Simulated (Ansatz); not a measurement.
Band-edge transport in monolayers: monolayer Sb under several functionals (Ansatz, a first-principles code, without spin-orbit coupling). The PBE cell:

```
Sb
1.0
    4.12169     0.00000     0.00000
   -2.06084     3.56949     0.00000
    0.00000     0.00000    17.40652
Sb
2
Direct
  0.66667   0.33333   0.54695
  0.33333   0.66667   0.45305
```

| Functional | cell relaxed with | band gap | electron conductivity mass | hole conductivity mass |
|---|---|---|---|---|
| PBE | PBE | 1.29 eV | 0.23 mₑ | 0.27 mₑ |
| r2SCAN | r2SCAN | 1.58 eV | 0.23 mₑ | 0.26 mₑ |
| HSE06 | PBE | … | … | … |

**Question.** Given the cheaper levels, estimate the HSE06 row.

**Answer.** 
- HSE06, band gap: 1.79 eV
- HSE06, electron conductivity mass: 0.22 mₑ
- HSE06, hole conductivity mass: 0.26 mₑ

For the band gap, PBE gives 1.29 eV and HSE06 1.79 eV: PBE lies 28 % below.

Masses are for dilute carriers at 300 K, harmonic means over directions unless an axis is named. Spin-orbit coupling is left out; without it the gap and masses of crystals with these elements can be far off.
